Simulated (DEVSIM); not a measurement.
Structure: TaN/HfO2/n-Si capacitor, at 300 K.

```tsv
layer (left to right)	material	thickness (nm)	Nd (cm⁻³)
1	HfO2	4.80	-
2	Si	720	3.2e16
```

Metal gate on the left, work function 4.4 eV. Fixed charge at the semiconductor interface -5e11 cm⁻² (in units of +e); no interface traps.

Constants are typed, rounded textbook-type inputs, not results; the design itself was drawn at random and stands for no fabricated device. Values at 300 K.

| parameter | HfO2 | Si |
|---|---|---|
| gap (eV) | 5.7 | 1.124 |
| affinity (eV) | 2.5 | 4.05 |
| permittivity | 22 | 11.7 |
| Nc (cm⁻³) | - | 2.86e19 |
| Nv (cm⁻³) | - | 3.1e19 |

DEVSIM, 1D Poisson equation in equilibrium, Boltzmann statistics, complete ionisation; no quantum confinement or tunnelling. Metal contacts follow the ideal Schottky-Mott rule: no Fermi-level pinning, no interface dipoles.

Problem. Tabulate band edges, carrier densities and field at -0.4 V on the gate.

Solution. Energies count from the Fermi level of the right contact; mesh points crowd at the junctions.

```csv
x (μm),Ec (eV),Ev (eV),n (cm⁻³),p (cm⁻³),field (V/cm)
0.000,2.300,-3.400,< 1e2,< 1e2,1900
0.0008359,2.300,-3.400,< 1e2,< 1e2,1900
0.002047,2.300,-3.400,< 1e2,< 1e2,1900
0.003341,2.301,-3.399,< 1e2,< 1e2,1900
0.004655,2.301,-3.399,< 1e2,< 1e2,1900
0.005504,0.746,-0.378,8500000,1.4e13,-73000
0.007186,0.733,-0.391,1.4e7,8.5e12,-73000
0.01162,0.702,-0.422,4.7e7,2.5e12,-70000
0.01881,0.652,-0.472,3.1e8,3.7e11,-67000
0.03152,0.572,-0.552,7.2e9,1.6e10,-61000
0.05663,0.435,-0.689,1.4e12,8.3e7,-48000
0.1229,0.224,-0.900,4.9e15,24000,-16000
0.2302,0.176,-0.948,3.1e16,3700,-270
0.4105,0.176,-0.948,3.2e16,3600,≈ 0
0.5904,0.176,-0.948,3.2e16,3600,≈ 0
0.6522,0.176,-0.948,3.2e16,3600,≈ 0
0.6871,0.176,-0.948,3.2e16,3600,≈ 0
0.7048,0.176,-0.948,3.2e16,3600,≈ 0
0.7169,0.176,-0.948,3.2e16,3600,≈ 0
0.7210,0.176,-0.948,3.2e16,3600,≈ 0
0.7233,0.176,-0.948,3.2e16,3600,≈ 0
0.7248,0.176,-0.948,3.2e16,3600,≈ 0
```
